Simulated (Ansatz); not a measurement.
Input and output of a self-consistent single point for K2PbF6 (Fm-3m, 9 atoms in the cell) (Ansatz, a program for electronic structure).

Method: revPBE, default PAW files made with PBE (plane waves; Ansatz).

```
K2PbF6
1.0
    0.00000     4.38292     4.38292
    4.38292     0.00000     4.38292
    4.38292     4.38292     0.00000
K Pb F
2 1 6
Direct
  0.25000   0.25000   0.25000
  0.75000   0.75000   0.75000
  0.00000   0.00000   0.00000
  0.76300   0.23700   0.23700
  0.23700   0.76300   0.76300
  0.23700   0.76300   0.23700
  0.76300   0.23700   0.76300
  0.23700   0.23700   0.76300
  0.76300   0.76300   0.23700
```

Reference input (self-consistent single point, DFT, PBE, plane waves, default PAW files): kpoints.mp_grid.grid = 4 4 4; hamiltonian.xc = pbe; hamiltonian.pseudopotentials = {kind: paw} (the program's default PAW files); scf.occupations.method = gaussian; scf.occupations.width = 0.1 eV. This run's input differs from it in these lines:

Ansatz 0.2 input:
```diff
@@ -18,3 +18,3 @@
 hamiltonian:
-  xc: pbe
+  xc: revpbe
   pseudopotentials: { kind: paw }
```

The program printed (abridged):

```
SCF iter   1: F=—  HF=-19862.906645 eV  |F-HF|=—  |Δ(HF+E_count)|=         —  Δρ=4.00e-3  dr2=2.45e-2  ethr=1.77e-3  ⟨swp⟩=7.5  Hψ=1652  notcnv=0  defer=11
all-band conjugate gradients solve this SCF's bands
preconditioner: auto → Resta (q_TF=auto, 2.379 Å⁻¹)
SCF iter   2: F=—  HF=-19862.903982 eV  |F-HF|=—  |Δ(HF+E_count)|=   2.66e-3  Δρ=1.76e-3  dr2=2.80e-3  ethr=3.31e-5  ⟨swp⟩=2.1  Hψ=658  notcnv=0  defer=14
SCF iter   3: F=—  HF=-19862.903987 eV  |F-HF|=—  |Δ(HF+E_count)|=   4.59e-6  Δρ=7.57e-4  dr2=9.04e-4  ethr=3.78e-6  ⟨swp⟩=2.6  Hψ=562  notcnv=0  defer=14
SCF iter   4: F=—  HF=-19862.904171 eV  |F-HF|=—  |Δ(HF+E_count)|=   1.84e-4  Δρ=1.43e-4  dr2=2.64e-5  ethr=1.22e-6  ⟨swp⟩=2.1  Hψ=495  notcnv=0  defer=14
SCF iter   5: F=—  HF=-19862.904354 eV  |F-HF|=—  |Δ(HF+E_count)|=   1.82e-4  Δρ=3.53e-5  dr2=1.61e-6  ethr=3.57e-8  ⟨swp⟩=2.0  Hψ=528  notcnv=0  defer=14
SCF iter   6: F=-19862.904361 eV  HF=-19862.904360 eV  |F-HF|=1.47e-7  |Δ(HF+E_count)|=   6.69e-6  Δρ=4.68e-6  dr2=6.71e-8  ethr=1.35e-10  ⟨swp⟩=12.6  Hψ=2349  notcnv=0
SCF 1 converged in 6 iterations: F = -19862.904361 eV  dr2 = 6.71e-8
Free energy (F): -19862.904361 eV
Internal energy: -19862.904361 eV  (E = F + TS)
E sigma→0 (E₀):  -19862.904361 eV
Fermi energy:    2.391419 eV
--- Forces (eV/Å), atoms counted from 1 ---
  atom   1  K      0.00000000    -0.00000000    -0.00000000
  atom   2  K     -0.00000000     0.00000000    -0.00000000
  atom   3  Pb    -0.00000000    -0.00000000     0.00000000
  atom   4  F      0.39903605     0.00000000     0.00000000
  atom   5  F     -0.39903605     0.00000000    -0.00000000
  atom   6  F      0.00000000     0.39903605     0.00000000
  atom   7  F     -0.00000000    -0.39903605     0.00000000
  atom   8  F     -0.00000000     0.00000000     0.39903605
  atom   9  F     -0.00000000    -0.00000000    -0.39903605
--- Stress (GPa, compression-positive) ---
        3.427553      -0.000000      -0.000000
       -0.000000       3.427553      -0.000000
        0.000000      -0.000000       3.427553
  P = ⅓ Tr σ = 3.4276 GPa (34.276 kbar)
  The stress holds the Pulay correction. Without it, at fixed plane waves, as pw.x and ABINIT print it: P = 3.0460 GPa
```

The run converged in 6 iterations. Against the reference run the pressure goes from 1.47 to 3.43 GPa, the largest force goes from 0.286 to 0.399 eV/Å and the gap on the mesh goes from 3.787 to 3.872 eV.

The starting cell was generated: these elements placed on a structure prototype, without a prior relaxation; it need not be a known phase or ordering of this composition. Its lattice was rescaled by a random factor within 2.5 % of one. Spin-orbit coupling is off. With a pressure of about 3 GPa the cell is away from its equilibrium volume at this level. Ansatz's pressure includes its estimate of the finite-basis (Pulay) stress.
